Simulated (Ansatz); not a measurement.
## A computed series for CdSe: response to strain

Take CdSe in the zinc blende structure (space group F-43m, No. 216; a = 6.082 Å) as the base.

Strains are applied to the cell and any free atomic positions relax.

Method: PBEsol (Ansatz, a program for electronic structure, PAW, scalar-relativistic without spin-orbit coupling).

```tsv
isotropic strain (%)	band gap (eV)
-2.5	0.63
-1.5	0.57
-0.5	0.51
0	0.48
1	0.42
1.5	?
2	0.37
2.5	0.34
3	0.31
```

### Question
Fit E_g = E₀ + Dε (ε in %) to the rows shown and predict the withheld row.

### Answer
Least squares on the printed values gives E₀ = 0.48 eV, D = -57.8 meV per % of strain (largest residual 0.00 eV); this predicts 0.40 eV, and the run gives 0.39 eV, in agreement.

Whether these cells are dynamically stable was not tested.
